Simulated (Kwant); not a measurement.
Computed with Kwant: Hückel tight-binding model, one pz orbital an atom, one spin, coherent transport at 0 K. Conductance is in e²/h.

Model system: π system c1ccc2nc3ccccc3nc2c1 between two chain leads. The π system is taken as planar. Atoms are numbered from 0 in the order of the SMILES. Site energies (eV, carbon 0): [0.0, 0.0, 0.0, 0.0, -1.35, 0.0, 0.0, 0.0, 0.0, 0.0, 0.0, -1.35, 0.0, 0.0]. Bonds (i, j, β in eV): (0,1,-2.7) (1,2,-2.7) (2,3,-2.7) (3,4,-2.7) (4,5,-2.7) (5,6,-2.7) (6,7,-2.7) (7,8,-2.7) (8,9,-2.7) (9,10,-2.7) (10,11,-2.7) (11,12,-2.7) (12,13,-2.7) (13,0,-2.7) (12,3,-2.7) (10,5,-2.7). Leads: chains of hopping −4.1 eV, joined by −0.81 eV to atoms 0 and 9.

Site energies and bond integrals are typed Hückel values.

Sweep values stay those of the base run.

One input was changed, with this effect: transmission at E = 0 0.0016 → 0.0097.

Question: Which change was it?
A. contacts moved from atoms [0, 9] to [0, 7]
B. contacts moved from atoms [0, 9] to [2, 6]
C. contacts moved from atoms [0, 9] to [0, 1]
D. contacts moved from atoms [0, 9] to [0, 8]
E. contacts moved from atoms [0, 9] to [0, 2]
F. contacts moved from atoms [0, 9] to [0, 13]

Answer: F, contacts moved from atoms [0, 9] to [0, 13]
